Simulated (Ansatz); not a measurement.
Data:

```xyz
8
Lattice="3.1039 0.0000 0.0000 -1.5519 2.6880 0.0000 0.0000 0.0000 10.1617" Properties=species:S:1:pos:R:3 pbc="T T T"
Si     0.0000     0.0000     0.0031
Si     0.0000     0.0000     5.0839
Si     1.5519     0.8960     7.6239
Si     0.0000     1.7920     2.5431
C      0.0000     0.0000     8.2600
C      0.0000     0.0000     3.1791
C      1.5519     0.8960     5.7130
C      0.0000     1.7920     0.6322
```

No spin polarisation.

The values are results of PBE (Ansatz, a program for electronic structure, PAW, no spin-orbit coupling), earlier PAW set, not measurements. Settings: 12×12×4 k-points, 0.05 eV Fermi–Dirac smearing.

### Question
Predict the smallest direct gap and width of the top valence band.

### Answer
* **Smallest direct gap**: 3.34 eV
* **Width of the top valence band**: 2.41 eV

Load acts through the strain it causes; cell and atoms are relaxed under it. No phonon test of stability was made. The cell was made from SiC (space group P6_3mc, No. 186) by this change: pressure −2 GPa.
